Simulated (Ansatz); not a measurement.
The starting structures come from a database of crystals and need not be the phases stable at ambient conditions.

By LDA and PBEsol, the system below comes out a metal.

```yaml
crystal:
  lattice:
    - [5.90314, 0.00000, 0.00000]
    - [-2.95157, 5.11227, 0.00000]
    - [2.95157, 1.70409, 4.81989]
  atoms:
    - { symbol: Mg, position: [0.75000, 0.37500, 0.87500] }
    - { symbol: Mg, position: [0.25000, 0.37500, 0.37500] }
    - { symbol: Mg, position: [0.75000, 0.37500, 0.37500] }
    - { symbol: Mg, position: [0.25000, 0.87500, 0.37500] }
    - { symbol: Sn, position: [0.00000, 0.00000, 0.00000] }
    - { symbol: Sn, position: [0.50000, 0.75000, 0.75000] }
```

Space group of this cell: Fd-3m, cubic Laves (MgCu2 type). The cell is taken as given; by PBEsol its mean pressure is -1.5 GPa.

The current runs along the normal of the first two printed vectors, the (111) plane. All runs by Ansatz (a program for electronic structure), plane waves and PAW, without spin-orbit coupling; the base is PBEsol.

```tsv
run	mean pressure (GPa)	G/A, both spins (10¹⁵ S/m²)
base	-1.5	0.76
all lengths scaled by 0.98	0.9	0.81
all lengths scaled by 1.02	-3.4	…
lda in place of pbesol	-2.9	0.76
lengths across the current scaled by 0.98, ions clamped	0.1	0.80
lengths across the current scaled by 1.02, ions clamped	-2.8	0.71
lengths along the current scaled by 0.97, ions clamped	-0.3	…
lengths along the current scaled by 1.03, ions clamped	-2.5	0.76
```

Problem. Complete the blanks.

Solution. 
- all lengths scaled by 1.02, G/A, both spins (10¹⁵ S/m²): 0.73
- lengths along the current scaled by 0.97, ions clamped, G/A, both spins (10¹⁵ S/m²): 0.74
